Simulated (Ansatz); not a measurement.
We consider AlB2-type ScB2, described by r²SCAN+rVV10 in Ansatz (plane waves, PAW).

Numerical settings: plane-wave cutoff 500 eV, 18×18×12 k mesh (along the axes of the cell as run), Fermi–Dirac smearing 0.05 eV, scalar-relativistic PAW data made under PBE.

Computed at the level's own relaxed cell.

Problem. Estimate the equilibrium volume per atom, lattice constant a and c axis length that the calculation returns.

Solution. 
* **equilibrium volume per atom**: 10.01 Å³/atom
* **lattice constant a**: 3.140 Å
* **c axis length**: 3.518 Å

The run finds no gap.

The computed numbers hold no vibrational or temperature effects.

It cost very roughly 60 core-seconds of CPU time.

Ansatz is a first-principles code.
